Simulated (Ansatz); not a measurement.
Seebeck coefficient (μV/K, mean over directions) of n-type MoTe2 (P6_3/mmc) against carrier density, PBEsol+D3BJ with spin-orbit coupling, rigid bands (Ansatz, a first-principles code). Computed gap 0.37 eV; densities at which minority carriers matter at this gap, or further valleys turn the trend, are left out. Conductivity mass 0.43 mₑ (harmonic mean over directions), N_c = 4.2e19 cm⁻³ at 300 K.

```csv
electron density,300 K
1e18 cm⁻³,[?]
3e18 cm⁻³,-441
1e19 cm⁻³,-338
3e19 cm⁻³,-248
1e20 cm⁻³,-156
3e20 cm⁻³,[?]
1e21 cm⁻³,-49
```

Q: Some entries are withheld; supply them.

A: 
- 1e18 cm⁻³, 300 K: -535
- 3e20 cm⁻³, 300 K: -90

Rigid bands with a gap fixed in temperature, one relaxation time for all states, no polarons or phonon drag, and whether or not such doping can be reached. Geometry: cell and atoms relaxed with PBEsol+D3(BJ).

PBEsol with a dispersion correction tends to overbind, so the cell can be several per cent short, in bad cases over ten, which usually narrows a gap: MoTe2 (P6_3/mmc).
